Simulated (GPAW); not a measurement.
Band structure of Al2CdS4 (I-4, 7 atoms in the cell).

```
CELL_PARAMETERS angstrom
     -2.79486     2.79486     5.08607
      2.79486    -2.79486     5.08607
      2.79486     2.79486    -5.08607
ATOMIC_POSITIONS crystal
  Al 0.75000 0.25000 0.50000
  Al 0.50000 0.50000 0.00000
  Cd 0.00000 0.00000 0.00000
  S  0.60110 0.14559 0.01519
  S  0.85441 0.86960 0.45551
  S  0.13040 0.58591 0.98481
  S  0.41409 0.39890 0.54449
```

Method of the run: PBEsol, GPAW PAW datasets PBEsol (made by gpaw-setup) (plane waves; GPAW).

Settings: mode = pw; ecut = 550 eV; xc = PBEsol; kpts = 6 6 6; mesh shift (steps) = 0 0 0; occupations.name = fermi-dirac; occupations.width = 0 eV; nbands = -4; convergence.bands = -2; symmetry.symmorphic = false; symmetry.tolerance = 0.0005; maxiter = 150; bandpath_npoints = 40.

The starting cell comes from a database of computed structures (which also holds hypothetical and non-ambient phases and stackings), without a prior relaxation at this level.

Question: Predict the gap along the standard path and the places of the band edges.

Answer: The gap along the path is 2.69 eV, from X to Γ; the smallest direct gap on it is 2.77 eV.

Levels in eV from the top of the valence band on the SCF mesh, bands 18 to 25:
```
point     18     19     20     21    22    23    24    25
-----  -----  -----  -----  -----  ----  ----  ----  ----
Γ      -1.18  -0.10  -0.10  -0.08  2.69  3.42  4.74  6.03
X      -0.64  -0.29  -0.25   0.00  3.37  4.63  4.89  5.79
Y      -0.71  -0.36  -0.34  -0.12  3.66  4.75  5.17  5.44
S      -1.13  -0.89  -0.34  -0.04  4.10  4.49  4.67  5.41
Z      -1.14  -1.14  -0.40  -0.40  3.70  3.70  3.79  4.52
S1     -1.13  -0.89  -0.34  -0.04  4.10  4.49  4.67  5.41
N      -0.90  -0.81  -0.46  -0.10  4.48  5.06  5.21  5.59
P      -0.68  -0.51  -0.30  -0.13  3.65  4.66  4.78  5.81
Y1     -0.71  -0.36  -0.34  -0.12  3.66  4.75  5.17  5.44
```
